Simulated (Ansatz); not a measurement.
**InP under load (space group I-4m2): band-edge transport data**

Here is the system:

```xyz
2
Lattice="0.0000 2.9717 2.9025 2.9717 0.0000 2.9025 2.9717 2.9717 0.0000" Properties=species:S:1:pos:R:3 pbc="T T T"
In     0.0000     0.0000     0.0000
P      1.4859     1.4859     1.4513
```

Method: r2SCAN with spin-orbit coupling, rigid bands (plane waves, PAW; Ansatz, an electronic-structure program). Condition of this run: uniaxial stress zz = 1 GPa (compression positive) (the target of the relaxation). Cell: cell and atoms relaxed with r2SCAN, then loaded as said.

```
Quantity                                                                                                                                                             Result
---------------------------------------------------------------------------------------------------------------------------------------  ----------------------------------
band gap                                                                                                                                                            0.97 eV
electron conductivity mass (300 K, dilute)                                                                                               0.087 (x), 0.087 (y), 0.083 (z) mₑ
hole conductivity mass (300 K, dilute)                                                                                                      0.50 (x), 0.50 (y), 0.34 (z) mₑ
effective density of states N_c (300 K)                                                                                                                         5.9e17 cm⁻³
effective density of states N_v (300 K)                                                                                                                         7.5e18 cm⁻³
density-of-states mass, electrons                                                                                                                                  0.082 mₑ
density-of-states mass, holes                                                                                                                                       0.45 mₑ
Seebeck coefficient, n-type 1e19 cm⁻³, 300 K                                                                                                                       -57 μV/K
Seebeck coefficient, p-type 1e19 cm⁻³, 300 K                                                                                                                       261 μV/K
best p-type power factor at 300 K for τ = 10 fs (best axis; densities from 1e16 to 1e21 cm⁻³ tried, whether or not they can be reached)        11.9 μW/(cm·K²) at 3e20 cm⁻³
```

Rigid bands; masses and Seebeck coefficients take one relaxation time τ for all states and one kind of carrier; polarons and phonon drag are left out.
